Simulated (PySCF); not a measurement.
PySCF 2.14.0, PBE0/def2-svpd, df: Sr(OH)(k2OAc) (CC1[O][Sr]([OH])<-[O]=1), 10 atoms. The geometry is a generated start, not checked to be a minimum at this level.

- task: energy
- method: pbe0
- basis: def2-svpd
- two-electron scheme: density fitting
- mol.max_memory: 3000 MB
- mf.max_cycle: 100
- mf.init_guess: minao (default)
- mf.DIIS: CDIIS (default)
- mf.diis_space: 8 (default)
- mf.conv_tol: 1e-09 (default)
- mf.grids.level: 3 (default)
- effective core potentials: those of the basis set, past Kr
- basis functions: 167
- grid points: 131624

```xyz
10

Sr     1.6626     1.3287    -0.6895
O      0.4334     1.9696    -2.2280
H      0.4741     2.7324    -2.8062
C     -0.8057    -1.2873     1.0896
C      0.1961    -0.3131     0.4857
O      0.2017     0.8587     0.9023
O      0.9667    -0.7448    -0.3884
H     -0.3109    -2.2334     1.2898
H     -1.2303    -0.8644     1.9944
H     -1.5878    -1.4464     0.3502
```

One run each on 2 threads, 1 BLAS thread. Values of level_shift (Hartree) tried: 0 (default), 0.1, 0.3, 1.

Problem. How does the count of Fock builds change with level_shift (Hartree), and where is it least?

Solution. Fewest Fock builds, within one of each other: 0 (default) with 14, 0.1 with 15. The count rises to 35 at 1. All converge to one solution.

```
level_shift (Hartree)  Fock builds            end
---------------------  -----------  -------------
0 (default)                     14  same solution
0.1                             15  same solution
0.3                             18  same solution
1                               35  same solution
```
